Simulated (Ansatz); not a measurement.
A (6,0) carbon nanotube, relaxed period 4.262 Å, atoms relaxed at each strain.

| strain | energy (meV a period) | axial force (nN) |
|---|---|---|
| -0.015 | +147.0 | -7.44 |
| +0.015 | +141.2 | +7.01 |

Method: PBE (plane waves to 420 eV, PAW; Ansatz, a quantum-chemistry and plane-wave program). Mesh 1×1×18. No spin polarisation. Isolated but for its images some 11 Å away. An idealised model, rolled from the flat sheet. Symmetry and one short period hold its shape; lower forms weren't sought. Buckling under compression is shut out by symmetry and the short period. Energies are free energies at a Fermi–Dirac width of 0.05 eV, from the unstrained cell.

Mean diameter 4.84 Å.

Task: Work out the axial stiffness dF/dε in two ways, and what it means for a modulus.

Result: From the forces: (+7.01 − (-7.44))/0.030 = 482 nN. From the energies: (E₊ + E₋)/(ε² c) = 0.2882 eV/(0.015² × 4.262 Å) = 300.5 eV/Å = 481 nN. The two agree to within 1 %. Spread over the circumference π × 4.84 Å, the force value is a sheet stiffness of 317 N/m.
